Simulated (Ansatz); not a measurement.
Functionals compared on OH on the 1x1 (10-10) surface of wurtzite AlN (cut with top plane Al + N), one in a 2x1 cell, started at the site 'hollow Al', in Ansatz (plane waves, PAW). The structure was relaxed with PBE; the other rows are single points on it, each with its references at the same level. Cutoff 420 eV (500 eV for r2SCAN). The points keep PBE's geometry, so the relaxation of a polaron and the settling of charge on one site are left out.

Host crystal: wurtzite AlN, with a band gap (PBE, scalar-relativistic without spin-orbit coupling).

Set-up: 34 atoms, 8.9 Å thick at the start under the adsorbate (thin: gaps and levels are the slab's own); mesh 3x4x1; 0.01 eV smearing; dipole correction on; 16 atoms held, the rest relaxed; no symmetry held; spin-polarised, ending with about 1.0 μB a cell; orders that need a larger cell were not tried, no spin-orbit, no U, no dispersion correction. At the end it is bonded to Al. In PBE it is, or lies within 0.03 eV of, the lowest of the starts that converged. These notes are the PBE run's. RPBE: The program's check for a lower electronic state was not made. r2SCAN: The program's check for a lower electronic state was not made. Adsorption energies are against H2O(g) − ½ H2(g). A negative adsorption energy means that the adsorbate is more stable on the surface than in its reference.

```csv
functional,adsorption energy (eV),magnetic moment of the cell (μB),rough cost of the single point
PBE,-0.22,1.00,–
RPBE,[?],1.00,about 2.9 core-minutes (a rough figure)
r2SCAN,-0.58,1.00,around 5 core-minutes (rough)
```

Complete the blanks.


- RPBE, adsorption energy (eV): -0.19

Ansatz is a quantum-chemistry and plane-wave program.
